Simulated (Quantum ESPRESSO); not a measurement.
Density of states of DyN (Fm-3m, 2 atoms in the cell).

```
DyN
1.0
    0.00000     2.44451     2.44451
    2.44451     0.00000     2.44451
    2.44451     2.44451     0.00000
Dy N
1 1
Direct
  0.00000   0.00000   0.00000
  0.50000   0.50000   0.50000
```
Moments meant for the start (each program seeds them in its own way; μB, in the order of the atoms Dy N): 5.0 0.0.

Computed with PBEsol, SSSP 1.1.2 efficiency (PBE) pseudopotentials (plane waves; Quantum ESPRESSO).

SCF settings: ecutwfc = 50 Ry; ecutrho = 400 Ry; occupations = smearing; smearing = cold; degauss = 0.0073499 Ry; nspin = 2; input_dft = pbesol; potentials = {Dy: Dy.GGA-PBE-paw-v1.0.UPF, N: N.pbe-n-radius_5.UPF}; K_POINTS = automatic 9 9 9 0 0 0; conv_thr = 1e-11 Ry; mixing_beta = 0.3. Keys of the DOS step: nscf.calculation = nscf; nscf.verbosity = high; nscf.nbnd = 20; nscf.startingwfc = random; nscf.diago_thr_init = 1e-06; nscf.diagonalization = cg; nscf.K_POINTS = automatic 14 14 14 0 0 0; dos.x.fildos = dos.dat; dos.x.Emin = -15 eV; dos.x.Emax = 30 eV; dos.x.DeltaE = 0.05 eV; dos.x.ngauss = 0; dos.x.degauss = 0.00147 Ry.

The starting cell comes from a database of computed structures (which also holds hypothetical and non-ambient phases and stackings), without a prior relaxation at this level. Spin-orbit coupling is off. The f electrons are in the valence without U or exact exchange, which can misplace them near the Fermi level. Spin-orbit terms, which matter for f shells, are left out.

Total DOS (both spins), as means of the tabulated values in each energy bin; the zero is the program's Fermi level or highest filled level, and the curve is cut to this window:

(E (eV), states/eV/cell): (-7.75, 0.00); (-7.25, 0.00); (-6.75, 0.00); (-6.25, 0.00); (-5.75, 0.00); (-5.25, 0.00); (-4.75, 0.40); (-4.25, 2.84); (-3.75, 9.83); (-3.25, 2.75); (-2.75, 2.80); (-2.25, 3.05); (-1.75, 2.49); (-1.25, 0.52); (-0.75, 0.22); (-0.25, 4.88); (0.25, 5.91); (0.75, 1.77); (1.25, 0.29); (1.75, 0.13); (2.25, 0.58); (2.75, 0.76)

Around zero the curve holds about 8.4 states/eV/cell.
